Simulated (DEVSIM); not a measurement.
Structure: CdS/CdTe n-p heterojunction, at 400 K.

Layer 1 from the left is CdS, thickness (μm) 0.230, Nd (cm⁻³) 1.5e17, τn (s) 7.5e-10, τp (s) 7.5e-10. Layer 2 from the left is CdTe, thickness (μm) 1.60, Na (cm⁻³) 1.9e17, τn (s) 7.5e-10, τp (s) 7.5e-10.

Left contact: ohmic. Right contact: ohmic. Voltage is applied to the left contact. Recombination: SRH at mid-gap, Auger. Mobility is constant in doping.

The device is made up for the run: typed textbook-type constants, with dimensions and the other settings drawn at random. Values at 300 K; Nc and Nv go as T^1.5, mobilities as T to minus their exponent, the gap by Varshni's rule with the affinity fixed.

CdS: gap (eV) 2.4, affinity (eV) 4.3, permittivity 9, Nc (cm⁻³) 2.2e18, Nv (cm⁻³) 1.8e19, μn (cm²/Vs) 300, μp (cm²/Vs) 25, T exponent of μn 1.5, T exponent of μp 1.5, Cn (cm⁶/s) 1e-30, Cp (cm⁶/s) 1e-30, Varshni α (eV/K) 0.00039, Varshni β (K) 103. CdTe: gap (eV) 1.5, affinity (eV) 4.28, permittivity 10.2, Nc (cm⁻³) 8e17, Nv (cm⁻³) 1.8e19, μn (cm²/Vs) 1000, μp (cm²/Vs) 80, T exponent of μn 1.7, T exponent of μp 1.5, Cn (cm⁶/s) 1e-30, Cp (cm⁶/s) 1e-30, Varshni α (eV/K) 0.00031, Varshni β (K) 108.

Model (solved in DEVSIM): 1D drift-diffusion, Boltzmann statistics, complete ionisation; no tunnelling, impact ionisation, image-force lowering or self-heating. Band offsets follow the typed affinities; no thermionic-emission limit at abrupt steps, no polarisation charge.

Question: What does the simulation give for the dark forward voltage at 1 A/cm², the largest field in the device at zero bias, the potential step across the device at zero bias?

Answer: dark forward voltage at 1 A/cm² 0.932 V; largest field in the device at zero bias 200000 V/cm; potential step across the device at zero bias 1.172 V.
